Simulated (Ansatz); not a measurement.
A computed series for Ru: response to strain

The reference is Ru in the hcp (Mg type) structure (space group P6_3/mmc, No. 194; a = 2.704 Å, c = 4.263 Å; relaxed with 0.1 eV smearing).

Strains are applied to the cell and any free atomic positions relax.

Computed with DFT with r2SCAN, PAW potentials and a 500 eV plane-wave cutoff in Ansatz (an electronic-structure program), no spin-orbit coupling.

Notes on the quantities. energy relative to the base: free energy F.

| isotropic strain (%) | energy relative to the base (meV/atom) |
|---|---|
| -3 | 129.3 |
| -2.5 | ? |
| -2 | 55.3 |
| -1.5 | 30.5 |
| -1 | 13.3 |
| -0.5 | 3.3 |
| 0 | 0.0 |

Problem. Fit ΔE = Aε² + Bε³ (ε in %) to the rows shown and predict the withheld row.

Solution. Least squares on the printed values gives A = 12.7 and B = -0.54 meV/atom (largest residual 0.0 meV/atom); this predicts 88.1 meV/atom, and the run gives 88.1 meV/atom, in agreement.

Whether these cells are dynamically stable was not tested. The final runs are not spin-polarised.
